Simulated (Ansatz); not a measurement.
The reference is Ta2O5 (space group C2, No. 5; a = 5.9244 Å, b = 5.0763 Å, c = 5.7491 Å, α = γ = 90.00°, β = 117.45°; a cell from a computed database, its experimental status unchecked).

One thing is altered: the cell is scaled by 0.9816 in all directions; the atoms relax in the strained cell.

Levels (all Ansatz, an electronic-structure program, PAW): PBEsol (420 eV, no spin-orbit coupling); PBEsol+SOC (420 eV, with spin-orbit coupling).

The geometry is relaxed with PBEsol.

| Quantity | Value |
|---|---|
| PBEsol valence-band top at Γ | 0.00, -1.13, -1.51 eV |
| PBEsol lowest conduction level above the VBM at special points | V₂ 2.38 eV; M₂ 2.86 eV; Y₂ 2.88 eV; C 2.88 eV |
| PBEsol pressure | 10.67 GPa |
| PBEsol gap character | indirect, Γ → V₂ |

With PBEsol+SOC at the same geometry, the valence-band top at Γ (three highest Kramers pairs, from the VBM) goes from 0.00, -1.13, -1.51 eV to 0.00, -1.13, -1.52 eV; the lowest conduction level above the VBM at special points changes from V₂ 2.38 eV; M₂ 2.86 eV; Y₂ 2.88 eV; C 2.88 eV to V₂ 2.38 eV; M₂ 2.84 eV; Y₂ 2.78 eV; C 2.77 eV; the pressure decreases by 0.33 GPa to 10.34 GPa; the gap character stays indirect, Γ → V₂.

Single points use the geometry relaxed with PBEsol. Differences between runs with and without spin-orbit coupling are approximate. Spin-orbit coupling, missing from the scalar runs, can matter with Ta. Whether these cells are dynamically stable was not tested.
